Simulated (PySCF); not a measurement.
PySCF 2.14.0, unrestricted TPSSH/def2-svp, df: Ni(Br)2 ([Br][Ni][Br]), charge 0, multiplicity 3, 3 atoms. The geometry is a generated start, not checked to be a minimum at this level.

| Item | Value |
|---|---|
| task | energy |
| method | tpssh |
| basis | def2-svp |
| two-electron scheme | density fitting |
| mol.max_memory | 3000 MB |
| mf.max_cycle | 100 |
| mf.init_guess | minao (default) |
| mf.DIIS | CDIIS (default) |
| mf.diis_space | 8 (default) |
| mf.conv_tol | 1e-09 (default) |
| mf.grids.level | 3 (default) |
| basis functions | 95 |
| grid points | 61488 |

```xyz
3

Ni     0.0396     0.0019    -0.0028
Br    -0.1992     1.6407    -1.2923
Br     0.1596    -1.6426     1.2950
```

Charge 0 and multiplicity 3 are set for this test and not shown to be the ground state.

One run each on 2 threads, 1 BLAS thread. Values of level_shift (Hartree) tried: 0 (default), 0.1, 0.3, 1.

Q: Which value of level_shift (Hartree) needs the fewest Fock builds, and what happens away from it?

A: Fewest Fock builds: 0 (default) with 95. The run ends without SCF convergence in 100 cycles at 0.1, 0.3, 1.

```csv
level_shift (Hartree),Fock builds,end
0 (default),95,same solution
0.1,101,no convergence
0.3,101,no convergence
1,101,no convergence
```
